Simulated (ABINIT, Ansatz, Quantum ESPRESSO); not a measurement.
# MoOs (P-6m2, 2 atoms in the cell) computed with different codes at matched settings

Self-consistent single point.

```xyz
2
Lattice="2.7773 0.0000 0.0000 -1.3887 2.4052 0.0000 0.0000 0.0000 4.4998" Properties=species:S:1:pos:R:3 pbc="T T T"
Mo     1.3887     0.8017     2.2499
Os     0.0000     1.6035     0.0000
```

All programs got the same cell, k-point mesh and kind of occupations (in Ansatz's words: kpoints.mp_grid.grid = 14 14 7; scf.occupations.method = fermi_dirac; scf.occupations.width = 0.0037 Ry); potentials, basis and cutoffs are each program's usual ones.

```
code                                                             model  pressure (GPa)   cutoff
----------------  ----------------------------------------------------  --------------  -------
ABINIT              PBEsol, PAW (JTH v2.0 PBE PAW, files made for PBE)           -9.42    20 Ha
Ansatz                                 PBEsol, PAW files made with PBE           -9.82  default
Quantum ESPRESSO  PBEsol, SSSP 1.1.2 efficiency (PBE) pseudopotentials           -9.51    60 Ry
```

The spread over the programs that give each value: pressure within 0.40 GPa.

The starting cell comes from a database of computed structures (which also holds hypothetical and non-ambient phases and stackings), without a prior relaxation at this level. Its lattice was rescaled by a random factor within 2.5 % of one. On Ansatz's run: Spin-orbit coupling is off. Spin polarisation is off. In the base run, with a pressure of about -10 GPa the cell is away from its equilibrium volume at this level.

Problem. Why do the programs differ, and what cannot be compared?

Solution. Differences of this kind can come from the potentials, where these differ, and from what each basis and cutoff leave unconverged. The valence holds different numbers of electrons (ABINIT 22, Ansatz (a first-principles code) 30, Quantum ESPRESSO 30). The zero of total energies and Fermi levels follows the potentials and each program's conventions, so they are not compared here. Ansatz's pressure is given at a fixed set of plane waves, as the other plane-wave codes print theirs; with its correction for the finite basis it is -9.77 GPa. Ansatz's smearing width was typed in Ry to four decimals, so it matches the others to a few per cent.

Keys are those of Ansatz 0.2.
